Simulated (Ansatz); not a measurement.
KCl under a change: isotropic strain −0.50 %

The parent structure is KCl in the rock salt structure (space group Fm-3m, No. 225; a = 6.381 Å).

Now apply this change: every lattice vector is shortened by 0.50 %; the atoms relax in the strained cell.

Computed with Ansatz (an electronic-structure program) PBE, scalar-relativistic without spin-orbit coupling. Γ-centred 9×9×9 mesh, Fermi–Dirac width 0.05 eV.

The volume per atom shrinks by 0.48 Å³ to 32.00 Å³ and the shortest interatomic distance decreases by 0.016 Å, from 3.191 Å to 3.175 Å. The energy goes up by 0.4 meV/atom and the pressure goes from zero to 0.25 GPa. The band gap goes up by 0.05 eV, from 5.05 eV to 5.10 eV and the gap character remains direct at Γ. The mean gap deformation potential ΔEg/Δln V is -3.3 eV and the width of the top valence band is nearly the same (0.45 eV against 0.46 eV). The electron mass remains 0.45 mₑ (at Γ) and the valley order (the lowest conduction-band minima on the path, energy above the VBM, named in the base's zone) becomes Γ 5.10 eV; X along ⟨100⟩ 6.55 eV (base: Γ 5.05 eV; X along ⟨100⟩ 6.56 eV).

Effective masses come from finite differences of ±0.01 Å⁻¹. Whether these cells are dynamically stable was not tested.
